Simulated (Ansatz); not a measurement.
## Response to strain in Ru

Consider Ru in the hcp (Mg type) structure (space group P6_3/mmc, No. 194; a = 2.692 Å, c = 4.246 Å). Axes: x lies along a and z along c of the hexagonal cell.

Strains are applied to the cell and any free atomic positions relax.

Computed with PBEsol, PAW, 420 eV (Ansatz, a first-principles code; no SOC).

Candidates:
(a) uniaxial strain ε_zz = +3.77 %
(b) uniaxial strain ε_xx = +0.82 %
(c) uniaxial strain ε_yy = −1.04 %

Notes on the quantities. energy relative to the base: free energy F.

Question: Order them by energy relative to the base, lowest first.

Answer: (b) uniaxial strain ε_xx = +0.82 % (+1.7 meV/atom), (c) uniaxial strain ε_yy = −1.04 % (+2.9 meV/atom), (a) uniaxial strain ε_zz = +3.77 % (+38 meV/atom)

Without a gap, meshes like the base's 20×20×11 leave anisotropic stresses uncertain by several tenths of a GPa, and small strain energies with them. No phonon test of stability was made. The final runs are not spin-polarised.
